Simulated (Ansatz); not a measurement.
# A computed series for SrZrO3: response to strain

Start from SrZrO3 (space group I4/mcm, No. 140; a cell from a computed database, its experimental status unchecked).

```yaml
crystal:
  lattice:
    - [-2.86823, 2.86823, 4.16181]
    - [2.86823, -2.86823, 4.16181]
    - [2.86823, 2.86823, -4.16181]
  atoms:
    - { symbol: Sr, position: [0.75000, 0.25000, 0.50000] }
    - { symbol: Sr, position: [0.25000, 0.75000, 0.50000] }
    - { symbol: Zr, position: [0.00000, 0.00000, 0.00000] }
    - { symbol: Zr, position: [0.50000, 0.50000, 0.00000] }
    - { symbol: O, position: [0.18935, 0.68935, 0.87869] }
    - { symbol: O, position: [0.81065, 0.31065, 0.12131] }
    - { symbol: O, position: [0.68935, 0.81065, 0.50000] }
    - { symbol: O, position: [0.31065, 0.18935, 0.50000] }
    - { symbol: O, position: [0.25000, 0.25000, 0.00000] }
    - { symbol: O, position: [0.75000, 0.75000, 0.00000] }
```

Cartesian axes are those of the cell as printed.

Strains are applied to the cell and any free atomic positions relax.

All numbers come from PBEsol/PAW in Ansatz (a quantum-chemistry and plane-wave program), scalar-relativistic without spin-orbit coupling.

Notes on the quantities. energy relative to the base: free energy F; pressure: mean of the normal stresses, compression positive.

| case | energy relative to the base | smallest direct gap | band gap | pressure |
|---|---|---|---|---|
| base | 0 meV/atom | 3.75 eV | 3.71 eV | 0.00 GPa |
| isotropic strain −5.04 % | +183 meV/atom | 4.00 eV | 3.97 eV | 34.21 GPa |
| isotropic strain +5.10 % | ___ | ___ | ___ | ___ |
| uniaxial strain ε_xx = +0.51 % | +0.3 meV/atom | 3.72 eV | 3.67 eV | -0.73 GPa |

Some entries are withheld; estimate them.


- isotropic strain +5.10 %, energy relative to the base: +134 meV/atom
- isotropic strain +5.10 %, smallest direct gap: 3.20 eV
- isotropic strain +5.10 %, band gap: 3.18 eV
- isotropic strain +5.10 %, pressure: -16.99 GPa

Stability against distortions was not tested.
